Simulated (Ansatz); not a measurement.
## GaSb: pressure series

Start from GaSb in the zinc blende structure (space group F-43m, No. 216; a = 6.1324 Å).

Cell and atoms are relaxed at each pressure.

The values are results of r2SCAN (Ansatz, an electronic-structure program), spin-orbit coupling left out, not measurements.

Notes on the quantities. enthalpy: H = E + PV relative to the base's energy.

```csv
change,electron mass,band gap,enthalpy,lattice parameter a,gap character
base,0.023 mₑ (at Γ),0.41 eV,–,6.132 Å,direct at Γ
pressure −2 GPa,–,0.10 eV,-0.37 eV/atom,6.219 Å,direct at Γ
pressure −1 GPa,–,0.26 eV,-0.18 eV/atom,?,direct at Γ
pressure 1.8 GPa,0.035 mₑ (at Γ),0.65 eV,+0.32 eV/atom,6.069 Å,direct at Γ
pressure 4.2 GPa,"1.7 mₑ along k, 0.091 mₑ across (at L)",0.84 eV,+0.73 eV/atom,5.997 Å,"indirect, Γ → L"
pressure 9 GPa,"1.0 mₑ along k, 0.18 mₑ across (off the special points)",0.91 eV,+1.51 eV/atom,5.881 Å,"indirect, Γ → Γ–X (79 % along)"
pressure 18 GPa,"0.99 mₑ along k, 0.18 mₑ across (off the special points)",0.74 eV,+2.88 eV/atom,5.722 Å,"indirect, Γ → Γ–X (79 % along)"
pressure 30 GPa,"0.98 mₑ along k, 0.17 mₑ across (off the special points)",0.54 eV,+4.56 eV/atom,?,"indirect, Γ → Γ–X (80 % along)"
pressure 45 GPa,"1.0 mₑ along k, 0.17 mₑ across (off the special points)",0.32 eV,+6.50 eV/atom,5.429 Å,"indirect, Γ → Γ–X (80 % along)"
pressure 60 GPa,"1.0 mₑ along k, 0.17 mₑ across (off the special points)",0.13 eV,+8.32 eV/atom,5.321 Å,"indirect, Γ → Γ–X (80 % along)"
```

Question: Fill in the withheld entries from the trend.

Answer: 
- pressure −1 GPa, lattice parameter a: 6.173 Å
- pressure 30 GPa, lattice parameter a: 5.569 Å

With Sb present, leaving out spin-orbit coupling can change the band edges. Load acts through the strain it causes; cell and atoms are relaxed under it. Masses are band curvatures over ±0.01 Å⁻¹ around the edge. Along k means along the line from Γ to the band edge. Whether these cells are dynamically stable was not tested. Tetrahedral semiconductors of this kind turn to denser phases somewhere between about 1 and 50 GPa; those were not computed, so compressed cells here can lie past the real transition. A zero or small gap of GaSb under pressure −2 GPa, GaSb under pressure −1 GPa and GaSb under pressure 60 GPa can be the functional's error rather than a property of the material.
